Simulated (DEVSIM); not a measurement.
Structure: Al0.4Ga0.6As/GaAs p-n heterojunction, at 300 K.

```
layer (left to right)      material  thickness (μm)  Nd (cm⁻³)  Na (cm⁻³)  τn (s)  τp (s)
---------------------  ------------  --------------  ---------  ---------  ------  ------
1                      Al0.4Ga0.6As            1.40          -     1.3e16  6.8e-9  6.8e-9
2                              GaAs           0.330       4e15          -  6.8e-9  6.8e-9
```

Left contact: ohmic. Right contact: ohmic. Voltage is applied to the left contact. Recombination: SRH at mid-gap. Mobility is constant in doping. Where it depends on doping, it is μmin + (μ − μmin)/(1 + (N/Nref)^α).

The device is made up for the run: typed textbook-type constants, with dimensions and the other settings drawn at random. Values at 300 K; Nc and Nv go as T^1.5, mobilities as T to minus their exponent, the gap by Varshni's rule with the affinity fixed. The table also holds parameters that only a changed run uses.

| parameter | Al0.4Ga0.6As | GaAs |
|---|---|---|
| gap (eV) | 1.9228 | 1.424 |
| affinity (eV) | 3.754 | 4.07 |
| permittivity | 11.76 | 12.9 |
| Nc (cm⁻³) | 7.93e17 | 4.7e17 |
| Nv (cm⁻³) | 9e18 | 9e18 |
| μn (cm²/Vs) | 3220 | 8500 |
| μp (cm²/Vs) | 158 | 400 |
| μn,min | 500 | 500 |
| μp,min | 20 | 20 |
| Nref,n | 6e16 | 6e16 |
| Nref,p | 1.5e17 | 1.5e17 |
| αn | 0.39 | 0.39 |
| αp | 0.38 | 0.38 |
| T exponent of μn | 2.1 | 2.1 |
| T exponent of μp | 2.2 | 2.2 |
| Cn (cm⁶/s) | 1e-30 | 1e-30 |
| Cp (cm⁶/s) | 1e-30 | 1e-30 |
| Varshni α (eV/K) | 0.000541 | 0.000541 |
| Varshni β (K) | 204 | 204 |

Model (solved in DEVSIM): 1D drift-diffusion, Boltzmann statistics, complete ionisation; no tunnelling, impact ionisation, image-force lowering or self-heating. Band offsets follow the typed affinities; no thermionic-emission limit at abrupt steps, no polarisation charge.

Base results: dark forward voltage at 100 A/cm² (V) 1.186; largest field in the device at zero bias (V/cm) 40000; potential step across the device at zero bias (V) 1.315; dark forward voltage at 1 A/cm² (V) 0.936.

What follows from this one change: doping Na of layer 1 1.3e+16 → 3.9e+15 cm^-3?

dark forward voltage at 100 A/cm² 1.186 → 1.362 V; largest field in the device at zero bias 40000 → 29000 V/cm; potential step across the device at zero bias 1.315 → 1.283 V; dark forward voltage at 1 A/cm² 0.936 → 0.972 V.

What follows from this one change: doping Nd of layer 2 4e+15 → 4e+14 cm^-3?

dark forward voltage at 100 A/cm² 1.186 → 1.118 V; largest field in the device at zero bias 40000 → 33000 V/cm; potential step across the device at zero bias 1.315 → 1.255 V; dark forward voltage at 1 A/cm² 0.936 → 0.853 V.

What follows from this one change: temperature 300 → 400 K?

dark forward voltage at 100 A/cm² 1.186 → 1.039 V; largest field in the device at zero bias 40000 → 36000 V/cm; potential step across the device at zero bias 1.315 → 1.141 V; dark forward voltage at 1 A/cm² 0.936 → 0.703 V.

What follows from this one change: thickness of layer 2 0.33 → 0.066 μm?

dark forward voltage at 100 A/cm² 1.186 → 1.169 V; largest field in the device at zero bias 40000 → 61000 V/cm; potential step across the device at zero bias little changed (1.315 V); dark forward voltage at 1 A/cm² 0.936 → 0.925 V.

What follows from this one change: doping-dependent mobility in place of the constant one?

dark forward voltage at 100 A/cm² 1.186 → 1.217 V; largest field in the device at zero bias little changed (40000 V/cm); potential step across the device at zero bias little changed (1.315 V); dark forward voltage at 1 A/cm² 0.936 → 0.942 V.
